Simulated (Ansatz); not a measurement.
We consider As (Pm-3m, No. 221, 1 atoms in the cell; start mp-10; another form than the element's usual one), described by PBEsol (Ansatz, a program for electronic structure, plane waves, PAW).

The input as run:

Ansatz 0.2 input:
```yaml
crystal:
  lattice:
    - [2.7074426281, 0.0, 0.0]
    - [0.0, 2.7074426281, 0.0]
    - [0.0, 0.0, 2.7074426281]
  atoms:
    - { symbol: As, position: [0.5, 0.5, 0.5] }
basis:
  ecutwfc: 520
  ecutrho_ratio: 4
  xc_grid: 2
kpoints:
  mp_grid: { grid: [20, 20, 20] }
hamiltonian:
  xc: pbesol
  dispersion: none
  pseudopotentials: { azcp: { folder: ./paw }, kind: paw }
scf:
  occupations: { method: fermi_dirac, width: 0.05 }
output:
  forces: false
  stress: true
  eigenvalues: true
relax:
  f_tol: 0.004
  escape_saddle: false
  max_steps: 80
```

The run printed, among other lines:

```
WARN output.stress: scf.convergence.dr2_threshold = 1e-7 eV (the SCF's general default) is looser than the 1e-10 eV advised for a printed stress (1e-10 eV for …
Relaxation: its limit of steps is 80 (relax.max_steps)
Crystal: 1 atoms, lattice volume = 19.846 Å³
Basis set: ecut = 520 eV, 515 PW (Γ), exchange–correlation on 48×48×48 points (8 copies of the dense FFT grid, shifted against one another)
Bands: 12, of which v1, the nominal top of the filled ones, is band 8 counted from 1 (7 counted from 0)
Symmetry: 48 space group operations
Space group: Pm-3m (ITA 221), of the structure as read, at distance tolerance 2.7e-5 Å
k-points: 286 of 8000
Initial density: superposition of atomic densities (chi_scale 0.1, normalization cell)
Functional: x = pbesol(κ = 0.804, μ = 0.12345679012345678), c = pbesol(β = 0.046)
SCF iter   1: F=—  HF=-4812.952218 eV  |F-HF|=—  |Δ(HF+E_count)|=         —  Δρ=1.60e-2  dr2=3.22e-2
SCF iter   2: F=—  HF=-4812.952838 eV  |F-HF|=—  |Δ(HF+E_count)|=   6.20e-4  Δρ=1.04e-2  dr2=1.42e-2
  ...
SCF iter   5: F=—  HF=-4812.953146 eV  |F-HF|=—  |Δ(HF+E_count)|=   3.69e-6  Δρ=6.03e-5  dr2=5.39e-7
SCF iter   6: F=-4812.953147 eV  HF=-4812.953147 eV  |F-HF|=1.03e-8  |Δ(HF+E_count)|=   6.70e-7  Δρ=8.96e-6  dr2=1.25e-8
SCF 1 converged in 6 iterations: F = -4812.953147 eV  dr2 = 1.25e-8
relax step   1: F+E_penalty+E_count = -4812.95314671 eV  Δ(F+E_penalty+E_count) = +0.000e0 eV  max|allowed force component| = 0.000e0 eV/Å  Δτ_max = 0.0000 Å  (6 SCF iters, accepted)
SCF converged after 6 iterations
Free energy (F): -4812.953147 eV
Internal energy: -4812.949486 eV  (E = F + TS)
E sigma→0 (E₀):  -4812.951316 eV
Fermi energy:    10.972060 eV
--- Forces (eV/Å), atoms counted from 1 ---
  atom   1  As    -0.00000000    -0.00000000     0.00000000
--- Stress (GPa, compression-positive) ---
       -1.661547       0.000000       0.000000
        0.000000      -1.661547       0.000000
        0.000000       0.000000      -1.661547
  P = ⅓ Tr σ = -1.6615 GPa (-16.615 kbar)
```

The cell is one volume of an energy–volume scan, off the minimum.

The PAW data were made under PBE.

Note: the relaxation could not lower the start's symmetry, so the cell can be a saddle point above a distorted one.

Computing time: roughly 5 core-seconds.

A start named mp-… is a Materials Project structure, which need not be a measured phase.
